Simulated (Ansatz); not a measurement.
```
CELL_PARAMETERS angstrom
      3.76760     0.00000     0.00000
      1.88380     3.26284     0.00000
      1.88380    -1.08761     1.23714
ATOMIC_POSITIONS crystal
  Mo 0.00000 0.00000 0.00000
```

No spin polarisation.

Method: PBE (Ansatz, a first-principles code, PAW, without spin-orbit coupling). k-mesh 25×25×25 (Γ-centred); smearing 0.1 eV (Fermi–Dirac).

Q: What is the computed mean in-plane stress (compression positive)?

A: +45.5 GPa.

Q: Predict the band gap.

A: Zero.

The cells carry an imposed strain or load. No phonon test of stability was made. All final runs are without spin polarisation. Under biaxial strain +2.41 %, plane normal [111], relaxed out of plane the cell ends below the base's energy or with stress of the wrong sign: the atoms slid into a distortion or the cell is elastically unstable, so the base is not a stable minimum at this level. The cell was made from Mo in the simple cubic structure (space group Pm-3m, No. 221; a hypothetical phase, not in the database extracts checked) by this change: biaxial strain +2.41 %, plane normal [111], relaxed out of plane.
